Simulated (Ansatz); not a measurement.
# PtAs$_{2}$ (space group Pa-3, No. 205)

PtAs$_{2}$ is taken in the cubic space group Pa-3 (No. 205), Pearson symbol cP12. Lattice parameters: a = b = c = 5.980 Å, α = β = γ = 90.00°. As on 8c sees 1 As at 2.424 Å and 3 Pt at 2.495 Å (tetrahedral). Pt on 4a is surrounded by 6 As at 2.495 Å (octahedral). (Neighbours: up to the widest gap in distance over summed covalent radii, below 1.35, at either atom; cation-cation and far metal-metal contacts left out.)

All numbers come from PBEsol (Ansatz, a program for electronic structure), no SOC. Γ-centred 5×5×5 mesh, Fermi–Dirac width 0.05 eV.

The volume per atom is 17.82 Å³. The density is 10.71 g/cm³ and the band gap is 0.27 eV, indirect, M–Γ (33 % along) → R. The electron mass (degenerate bands, along [100]) is 0.12 mₑ and the total energy is -7337.171 eV/atom (σ→0; compares only within this code and set-up).

Spin-orbit coupling, missing from the scalar runs, can matter with Pt. Masses are band curvatures over ±0.01 Å⁻¹ around the edge. Whether these cells are dynamically stable was not tested. The zero or small gap of PtAs2 can change with the level of theory.
